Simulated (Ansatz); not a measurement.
Take SrTiO3 in the cubic perovskite structure (space group Pm-3m, No. 221; a = 3.891 Å) as the base.

Calculations: PBEsol (Ansatz, a quantum-chemistry and plane-wave program; PAW; 420 eV plane waves; scalar-relativistic without spin-orbit coupling).

Base values:

| Property | Value |
|---|---|
| Density | 5.17 g/cm³ |
| Band gap | 1.85 eV |
| Smallest direct gap | 2.19 eV |

The change: a hydrostatic pressure of 3 GPa.

**Question.** What happens to the density, band gap and smallest direct gap?

**Answer.** The density grows by 0.08 g/cm³ (5.17 g/cm³ → 5.25 g/cm³); the band gap grows by 0.03 eV to 1.88 eV; the smallest direct gap grows by 0.02 eV, from 2.19 eV to 2.21 eV.

Load acts through the strain it causes; cell and atoms are relaxed under it. Whether these cells are dynamically stable was not tested. The final runs are not spin-polarised. Many cubic perovskites are stable only at high temperature; tilts and polar distortions were not tested.
